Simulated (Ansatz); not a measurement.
The reference is KTaO₃ in the cubic perovskite structure (space group Pm-3m, No. 221; a = 3.989 Å). Axes: x, y, z lie along the cube axes.

Method: r2SCAN, PAW, 500 eV (Ansatz, a quantum-chemistry and plane-wave program; no spin-orbit coupling), earlier PAW set.

Base values:

| Item | Value |
|---|---|
| Band gap | 2.64 eV |

Now apply this change: tensor shear ε_xz = −3.10 % (engineering shear γ = -0.0620), atoms relaxed at fixed cell.

Question: How does this affect the stress and band gap?

Answer: The stress (xx, yy, zz, yz, xz, xy; compression positive) amounts to (0.19, 0.12, 0.19, 0.00, 6.75, 0.00) GPa; the band gap falls by 0.16 eV to 2.48 eV.

With Ta present, leaving out spin-orbit coupling can change the band edges. The cells carry an imposed strain or load. Whether these cells are dynamically stable was not tested.
